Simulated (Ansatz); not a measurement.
# Several settings converged on a (001) slab of HfGeTe (cut from a parent of space group no. 129; 6 atoms in the cell)

```xyz
6
Lattice="3.7442 0.0000 0.0000 0.0000 3.7442 0.0000 0.0000 0.0000 20.9152" Properties=species:S:1:pos:R:3 pbc="T T T"
Hf     0.0000     1.8721     8.3370
Hf     1.8721     0.0000    12.5783
Ge     0.0000     0.0000    10.4576
Ge     1.8721     1.8721    10.4576
Te     1.8721     0.0000     7.0000
Te     0.0000     1.8721    13.9152
```

Base method: PBEsol, default PAW files made with PBE (plane waves; Ansatz, a program for electronic structure).

Base settings: basis.ecutwfc = 30.9 Ry; kpoints.mp_grid.grid = 8 8 1; hamiltonian.xc = pbesol; hamiltonian.pseudopotentials = {kind: paw} (the program's default PAW files); scf.occupations.method = gaussian; scf.occupations.width = 0.0073 Ry.

The count of work is k-points × plane waves × bands × iterations; it is no time. 

**The vacuum**

The mesh stays at the base's, so the ladder's end is converged at best in this setting alone.

Only quantities that move along the ladder and can be compared are tabulated.

```csv
vacuum between outermost atoms (Å),free energy less the last step's (meV/atom),largest difference of a force vector from the last step's (eV/Å),count of work / last
3.0,-40.17,0.066,0.27
4.0,-9.54,0.061,0.29
5.0,0.01,0.008,0.32
6.0,0.66,0.004,0.35
7.0,0.35,0.002,0.38
8.0,0.15,0.001,0.40
10.0,0.02,0.000,0.46
12.0,0.00,0.000,0.51
14.0,0.01,0.000,0.57
17.0,0.00,0.000,0.65
20.0,0.00,0.000,0.73
25.0,0.00,0.000,0.86
30.0,0.00,0.000,1.0
```

Smallest vacuum between outermost atoms (Å) that holds the forces within 0.02 eV/Å of the last step, with all finer ones: 5.0, at 0.32 of the last step's count of work; the step before is off by 0.061 eV/Å.

Smallest vacuum between outermost atoms (Å) that holds the free energy within 2 meV/atom of the last step, with all finer ones: 5.0, at 0.32 of the last step's count of work; the step before is off by 9.5 meV/atom.

**The k-point mesh**

Only quantities that move along the ladder and can be compared are tabulated.

| kpoints.mp_grid.grid | free energy less the last step's (meV/atom) | largest difference of a force vector from the last step's (eV/Å) | count of work / last |
|---|---|---|---|
| 2 2 1 | 455.05 | 0.117 | 0.055 |
| 3 3 1 | 3.69 | 0.171 | 0.044 |
| 4 4 1 | 6.50 | 0.018 | 0.077 |
| 5 5 1 | -5.54 | 0.043 | 0.077 |
| 6 6 1 | -6.75 | 0.022 | 0.16 |
| 7 7 1 | 1.88 | 0.030 | 0.13 |
| 8 8 1 | 1.35 | 0.032 | 0.19 |
| 9 9 1 | 2.09 | 0.006 | 0.19 |
| 10 10 1 | 3.13 | 0.027 | 0.27 |
| 12 12 1 | 1.48 | 0.008 | 0.36 |
| 14 14 1 | 0.42 | 0.006 | 0.46 |
| 17 17 1 | 0.29 | 0.012 | 0.58 |
| 19 19 1 | 0.48 | 0.007 | 0.71 |
| 23 23 1 | 0.00 | 0.000 | 1.0 |

Coarsest kpoints.mp_grid.grid that holds the free energy within 5 meV/atom of the last step, with all finer ones: 7 7 1, at 0.13 of the last step's count of work; the step before is off by 6.7 meV/atom.

**The plane-wave cutoff**

The mesh stays at the base's, so the ladder's end is converged at best in this setting alone.

Only quantities that move along the ladder and can be compared are tabulated.

| basis.ecutwfc | free energy less the last step's (meV/atom) | largest difference of a force vector from the last step's (eV/Å) | count of work / last |
|---|---|---|---|
| 15.4 Ry | 5072.31 | 0.248 | 0.14 |
| 18.4 Ry | 1006.67 | 0.100 | 0.18 |
| 21.7 Ry | 120.83 | 0.019 | 0.21 |
| 26.1 Ry | 4.66 | 0.003 | 0.27 |
| 30.9 Ry | 1.25 | 0.001 | 0.35 |
| 37.1 Ry | 0.31 | 0.000 | 0.47 |
| 46.3 Ry | 0.11 | 0.000 | 0.65 |
| 61.7 Ry | 0.00 | 0.000 | 1.0 |

Coarsest basis.ecutwfc that holds the free energy within 1 meV/atom of the last step, with all finer ones: 37.1 Ry; the step before is off by 1.3 meV/atom.

Coarsest basis.ecutwfc that holds the forces within 0.01 eV/Å of the last step, with all finer ones: 26.1 Ry, at 0.27 of the last step's count of work; the step before is off by 0.019 eV/Å.

On the base run: the starting cell comes from a database of computed structures (which also holds hypothetical and non-ambient phases and stackings), without a prior relaxation at this level. The slab is cut from that crystal, and its faces are unrelaxed. Its lattice was rescaled by up to half a per cent. Spin polarisation is off, though cut faces can carry moments; the slab shows no gap.

Left out of this page: 1 run of the series outside the window shown, repeating another row's setting, or not comparable.

Keys are those of Ansatz 0.2.
